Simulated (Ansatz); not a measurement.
Ansatz (a first-principles code) run on MgAl₂Ge₂ (P-3m1, 5 atoms in the cell): relaxation of cell and atoms.

Method of the run: PBEsol, default PAW files made with PBE (plane waves; Ansatz).

The change in words: atoms on their sites; relax: default → cell and atoms. Reference geometry:
```xyz
5
Lattice="4.1058 0.0000 0.0000 -2.0529 3.5558 0.0000 0.0000 0.0000 6.7744" Properties=species:S:1:pos:R:3 pbc="T T T"
Mg     0.0000     0.0000     0.0500
Al     2.0529     1.1853     2.4902
Al     0.0000     2.3705     4.2842
Ge     2.0529     1.1853     5.1279
Ge     0.0000     2.3705     1.6465
```

Reference input (self-consistent single point, DFT, PBEsol, plane waves, default PAW files made with PBE): basis.ecutwfc = 420 eV; kpoints.mp_grid.grid = 8 8 4; hamiltonian.xc = pbesol; hamiltonian.pseudopotentials = {kind: paw} (the program's default PAW files); scf.occupations.method = fermi_dirac; scf.occupations.width = 0.1 eV. This run's input differs from it in these lines:

```diff
@@ -7,3 +7,3 @@
   atoms:
-    - { symbol: Mg, position: [0.000000, 0.000000, 0.007381] }
+    - { symbol: Mg, position: [0.000000, 0.000000, 0.000000] }
     - { symbol: Al, position: [0.666667, 0.333333, 0.367590] }
@@ -21,2 +21,4 @@
   occupations: { method: fermi_dirac, width: 0.1 }
+relax:
+  cell: {}
 output:
```

The program printed (abridged):

```
   [... SCF lines of the steps left out ...]
relax step   1: F+E_penalty+E_count = -11468.64516855 eV  Δ(F+E_penalty+E_count) = +0.000e0 eV  max|allowed force component| = 1.959e-1 eV/Å  Δτ_max = 0.0000 Å  P = -0.467 GPa  Ω = 98.902 Å³  (8 SCF iters, dr2 threshold 1.00e-7 eV, accepted)
relax step   2: F+E_penalty+E_count = -11468.65559833 eV  Δ(F+E_penalty+E_count) = -1.043e-2 eV  max|allowed force component| = 6.156e-2 eV/Å  Δτ_max = 0.0455 Å  P = +0.241 GPa  Ω = 96.995 Å³  energy of the carried Pulay correction = +3.251e-4 eV  [...]
relax step   3: F+E_penalty+E_count = -11468.65667341 eV  Δ(F+E_penalty+E_count) = -1.075e-3 eV  max|allowed force component| = 1.397e-2 eV/Å  Δτ_max = 0.0118 Å  P = +0.086 GPa  Ω = 97.352 Å³  energy of the carried Pulay correction = +2.638e-4 eV  [...]
relax step   4: F+E_penalty+E_count = -11468.65676554 eV  Δ(F+E_penalty+E_count) = -9.213e-5 eV  max|allowed force component| = 4.070e-3 eV/Å  Δτ_max = 0.0010 Å  P = -0.004 GPa  Ω = 97.454 Å³  energy of the carried Pulay correction = +2.464e-4 eV  [...]
relax step   5: F+E_penalty+E_count = -11468.65654366 eV  Δ(F+E_penalty+E_count) = +2.219e-4 eV  max|allowed force component| = 4.057e-3 eV/Å  Δτ_max = 0.0000 Å  P = -0.006 GPa  Ω = 97.454 Å³  stress off target by 8.17e-3 GPa  SCF on the basis [...]
basis re-selected at this cell: Δ(F+E_penalty+E_count) = +2.219e-4 eV, ΔP = -0.002 GPa vs the last step
the relaxation is at rest under the 12 symmetry operations that the run kept from its start: a minimum is not shown …
Free energy (F): -11468.656544 eV
Internal energy: -11468.624524 eV  (E = F + TS)
E sigma→0 (E₀):  -11468.640534 eV
Entropy (-TS):   -0.032019 eV (-6.404 meV/atom)
Fermi energy:    8.046985 eV
--- Forces (eV/Å), atoms counted from 1 ---
  atom   1  Mg     0.00000000    -0.00000000     0.00000000
   [... lines left out ...]
  cell:  # Å, volume = 97.4536 Å³
   [... lines left out ...]
    - { symbol: Al, position: [0.6666666666666666, 0.3333333333333333, 0.36821201879304166] }
    - { symbol: Al, position: [0.3333333333333333, 0.6666666666666667, 0.6317879812069583] }
    - { symbol: Ge, position: [0.6666666666666666, 0.3333333333333333, 0.7628814221274014] }
    - { symbol: Ge, position: [0.3333333333333333, 0.6666666666666667, 0.23711857787259857] }
```

The run converged. 

Summary of the result:
```
Item                                                                                                  Result
-----------------------------------------------  -----------------------------------------------------------
Free energy E − TS (on the zero of these files)                                               -11468.6565 eV
Fermi level (on the code's own zero)                                                                 8.05 eV
Pressure                                                                                           -0.01 GPa
Largest force (vector length)                                                                     0.004 eV/Å
Final cell                                       a = b = 4.1008 Å, c = 6.6916 Å, α = β = 90.00°, γ = 120.00°
Final volume per atom                                                                               19.49 Å³
Relaxation steps                                                                                           5
```

The starting cell comes from a database of computed structures (which also holds hypothetical and non-ambient phases and stackings), without a prior relaxation at this level. Its lattice was rescaled by up to half a per cent. The relaxation keeps the symmetry of its start, so its end need not be a minimum. Ansatz's pressure includes its estimate of the finite-basis (Pulay) stress.

Cost on one core of a shared machine: roughly 30 s.

Keys are those of Ansatz 0.2.
